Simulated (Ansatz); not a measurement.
Consider CdS in the wurtzite structure (space group P6_3mc, No. 186; a = 4.164 Å, c = 6.767 Å).

Levels (all Ansatz, a first-principles code, PAW): r2SCAN (500 eV, no spin-orbit coupling); HSE06 (420 eV, spin-orbit coupling left out).

The geometry is relaxed with r2SCAN.

| Property | Value |
|---|---|
| r2SCAN band gap | 1.63 eV |

With HSE06 at the same geometry, the band gap rises by 0.56 eV to 2.19 eV.

Single points use the geometry relaxed with r2SCAN. Whether these cells are dynamically stable was not tested.
